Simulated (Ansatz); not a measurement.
Structures of equal composition on the (0001) surface of wurtzite CdSe (Cd plane on top): 2x2 Cd adatom at H3; 2x2 Cd adatom at T1. The slabs share one bottom face, and each structure is named by its start. These are constructed structures in small cells; real faces may alloy, dewet or reconstruct in larger ones, and not all known structures of the face are among them. Slabs of about 15 Å with all that they carry, Fermi-Dirac smearing of 0.025 eV. Bottom of the slabs: H caps. Relaxed from the named starts with such symmetry as they have, on meshes of like density; energies extrapolated to zero smearing; no spin-orbit coupling, no U. Spin-polarised runs, if any, are marked in brackets, and their order is one that fits the cell; the others ran without spin. Where a second, spin-polarised start was run, the lower counts.

All values below come from PBE (plane waves to 420 eV, PAW; Ansatz, an electronic-structure program).

Question: Rank these by energy per 1x1 cell (lowest first), as PBE gives it.

Answer: 2x2 Cd adatom at T1 (0.000 eV (3 Cd–Se bonds broke) [spin start, no net moment], gap 0.42 eV on the mesh), 2x2 Cd adatom at H3 (0.136 eV, no gap over 0.04 eV on the mesh)
